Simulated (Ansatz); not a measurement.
The parent structure is ZrB$_{2}$ (space group P6/mmm, No. 191; relaxed with 0.1 eV smearing).

```xyz
3
Lattice="3.1714 0.0000 0.0000 -1.5857 2.7465 0.0000 0.0000 0.0000 3.5418" Properties=species:S:1:pos:R:3 pbc="T T T"
Zr     0.0000     0.0000     0.0000
B      1.5857     0.9155     1.7709
B      0.0000     1.8310     1.7709
```

Cartesian axes are those of the cell as printed.

Calculations: PBE (Ansatz, an electronic-structure program), without spin-orbit coupling.

Base values:

```
Property   Result
--------  -------
Pressure  0.0 GPa
```

Modification: the cell is stretched by 2.00 % along z with no lateral relaxation, atoms relaxed at fixed cell.

Question: How does this affect the pressure?

Answer: The pressure (mean of the normal stresses, compression positive) goes from zero to -4.2 GPa.

Question: What happens to the energy relative to the base?

Answer: The energy goes up by 5.3 meV/atom.

The cells carry an imposed strain or load. No phonon test of stability was made. All final runs are without spin polarisation.
